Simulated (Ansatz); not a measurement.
Band structure of Cd (P6_3/mmc, 2 atoms in the cell).

```
CELL_PARAMETERS angstrom
      1.50192    -2.60140     0.00000
      1.50192     2.60140     0.00000
      0.00000     0.00000     5.66496
ATOMIC_POSITIONS crystal
  Cd 0.33333 0.66667 0.25000
  Cd 0.66667 0.33333 0.75000
```

Computed with PBE, PAW files (plane waves; Ansatz, a first-principles code).

Settings: kpoints.mp_grid.grid = 13 13 6; hamiltonian.xc = pbe; hamiltonian.pseudopotentials = {kind: paw} (an earlier, softer set of the program's PAW files); scf.occupations.method = gaussian; scf.occupations.width = 0.1 eV; kpoints.band_path.npoints = 8.

The starting cell has typed, rounded lattice constants, without a prior relaxation at this level. Its lattice was rescaled by a random factor within 2.5 % of one.

Levels in eV from the Fermi level, bands 17 to 23:
```csv
point,17,18,19,20,21,22,23
Γ,-8.72,-8.48,-8.48,-3.06,-2.95,10.18,13.64
M,-8.23,-8.21,-2.29,-1.85,1.90,2.96,3.01
K,-8.60,-8.60,-0.02,-0.02,0.40,4.25,4.70
A,-8.58,-8.58,-7.26,-7.26,3.61,3.61,13.91
L,-8.22,-8.22,-1.49,-1.49,0.00,0.00,7.84
H,-8.50,-8.50,1.02,1.02,1.41,1.41,1.81
```

Bands cross the Fermi level along this path, so the cell is metallic at this level.

Keys are those of Ansatz 0.2.
